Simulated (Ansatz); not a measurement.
Input and output of a zone-centre phonon calculation for a sheet of GaSb (2 atoms in the cell) (Ansatz, a quantum-chemistry and plane-wave program).

Level of theory: LDA (PW92), default PAW files made with PBE (plane waves; Ansatz).

```xyz
2
Lattice="4.2704 0.0000 0.0000 -2.1352 3.6982 0.0000 0.0000 0.0000 14.0000" Properties=species:S:1:pos:R:3 pbc="T T T"
Ga     2.1352     1.2327     7.0000
Sb     0.0000     2.4655     7.0000
```

Reference input (self-consistent single point, DFT, LDA (PW92), plane waves, default PAW files made with PBE): kpoints.mp_grid.grid = 9 9 1; hamiltonian.xc = lda; hamiltonian.pseudopotentials = {kind: paw} (the program's default PAW files); scf.occupations.method = gaussian; scf.occupations.width = 0.1 eV. This run's input differs from it in these lines:

```diff
@@ -19,6 +19,6 @@
     width: 0.1
-output:
-  forces: true
-  eigenvalues: true
-  stress: true
+  convergence:
+    dr2_threshold: 1.0e-04 eV
+phonons:
+  method: dfpt
```

The program printed (abridged):

```
SCF iter   1: F=—  HF=-10041.845939 eV  |F-HF|=—  |Δ(HF+E_count)|=         —  Δρ=3.27e-3  dr2=1.99e-2  ethr=1.77e-3  ⟨swp⟩=6.4  Hψ=2478  notcnv=0
all-band conjugate gradients solve this SCF's bands
preconditioner: auto → LDOS
SCF iter   2: F=—  HF=-10041.846447 eV  |F-HF|=—  |Δ(HF+E_count)|=   5.08e-4  Δρ=1.28e-3  dr2=5.49e-3  ethr=7.11e-5  ⟨swp⟩=2.0  Hψ=1100  notcnv=0
   [... lines left out ...]
SCF iter   4: F=-10041.843960 eV  HF=-10041.843961 eV  |F-HF|=6.36e-7  |Δ(HF+E_count)|=   7.58e-5  Δρ=3.32e-5  dr2=2.56e-6  ethr=9.82e-7  ⟨swp⟩=2.0  Hψ=801  notcnv=0
iter 5 did not close the SCF: its close was put off for the readings that it lacked (scf_convergence_deferred on its scf_iter line)
SCF iter   5: F=-10041.843960 eV  HF=-10041.843961 eV  |F-HF|=9.46e-7  |Δ(HF+E_count)|=   4.15e-7  Δρ=1.60e-5  dr2=4.28e-7  ethr=9.16e-9  ⟨swp⟩=2.4  Hψ=687  notcnv=0
SCF iter   6: F=-10041.843961 eV  HF=-10041.843961 eV  |F-HF|=5.16e-8  |Δ(HF+E_count)|=   3.41e-7  Δρ=2.30e-6  dr2=1.63e-8  ethr=1.53e-9  ⟨swp⟩=10.4  Hψ=4048  notcnv=0
SCF 1 converged in 6 iterations: F = -10041.843961 eV  dr2 = 1.63e-8
DFPT response loops at Γ: preconditioner auto → none (partly filled bands, converged f_vac=0.680); β = 0.50; Broyden in place of MSR1
Free energy (F): -10041.843961 eV
Internal energy: -10041.842084 eV  (E = F + TS)
E sigma→0 (E₀):  -10041.843022 eV
Entropy (-TS):   -0.001877 eV (-0.939 meV/atom)
Fermi energy:    -1.944921 eV
--- Phonons (Γ-DFPT): 4 representative perturbations + reference, on 25 of 81 k-points (Σ response iterations 14) ---
  k mesh reduced under 2 symmetry operations, with k and −k counted as one. Each operation leaves every solved perturbation unchanged …
  ASR residual: 1.679e-3 → 0.000e0 eV/Å²; symmetrization residual: 2.730e-5 eV/Å²
  ASR residual per site (eV/Å²): 7.38e-4 1.68e-3
  Γ frequencies (cm⁻¹): -102.52 0.00 0.00 0.00 287.81 287.81
  non-analytic LO–TO correction: not included (Born effective charges unavailable; polar crystals: no LO–TO splitting at Γ)
```

The run converged in 6 iterations.  The full log also holds: “iter 4 did not close the SCF: its close was put off for the readings that it lacked (scf_convergence_deferred on its scf_iter line)”. The full log also holds: “iter 5 did not close the SCF: its close was put off for the readings that it lacked (scf_convergence_deferred on its scf_iter line)”.

Summary of the result:
- Free energy E − TS (on the zero of these files) = -10041.8440 eV
- Fermi level (on the code's own zero) = -1.94 eV
- Zone-centre frequencies (cm⁻¹; negative means imaginary) = -103, 0, 0, 0, 288, 288

The starting cell was generated: these elements placed on a structure prototype, without a prior relaxation; it need not be a known phase or ordering of this composition. Spin-orbit coupling is off.

Keys are those of Ansatz 0.2.
